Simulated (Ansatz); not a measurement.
**HgTe: stress against strain**

HgTe (zinc blende, F-43m, 33.308 Å³/atom at rest) under an equal strain ε in the (001) plane with the normal axis free, as in a coherent film. LDA in Ansatz, a plane-wave DFT program (PAW, default set), 420 eV, 9×9×9 Γ-centred mesh, Fermi-Dirac smearing 0.05 eV; ions are relaxed within the symmetry of each cell. Stress is positive for a compressed cell.

Here s stands for strain and y for stress xx.

| strain (%) | stress xx (GPa) |
|---|---|
| -1.50 | 0.64 |
| -1.00 | 0.42 |
| -0.50 | 0.21 |
| 0.00 | 0.00 |
| 0.50 | -0.20 |
| 1.00 | -0.40 |
| 1.50 | -0.59 |
| 3.00 | ? |

Fit y against s with a straight line, and predict the withheld value at s = 3.00.

Means: s 0, y 0.011. About the means, the sum of products is -2.8700 and the sum of squares of s is 7.0000; the slope is their ratio. Least squares gives y = 0.011 - 0.4100·s. Residuals (row less fit): 0.014, -0.001, -0.006, -0.011, -0.006, -0.001, 0.014; standard error 0.011 (degrees of freedom: 5). The slope gives the biaxial elastic modulus of this plane = 41 ± 0.4 GPa. At the withheld row, y = 0.011 - 0.4100 × 3.0 = -1.219 GPa. The calculation gives -1.13 GPa, 0.089 GPa above the prediction (5.0 % of the range of y in the table). The row lies outside the fitted rows, so this is an extrapolation. From the scatter of the fitted rows alone, a prediction at this place has a standard error of 0.017 GPa, so the miss is 5.2 times that.

One order more, fitted to all 13 runs of the series, follows each within 0.01, so the miss is the next term of a smooth law. This level leaves no gap over 0.05 eV at strain -1.50, -1.00, -0.50, 0.00, 0.50, 3.00, where the mesh may be coarse. Rows are the converged runs of the series near zero and its far end; series whose fitted rows scatter by over a few per cent of the range, as at a crossing or softening among them, aren't shown in this form. Most that stay on the fit to the last digits aren't either.
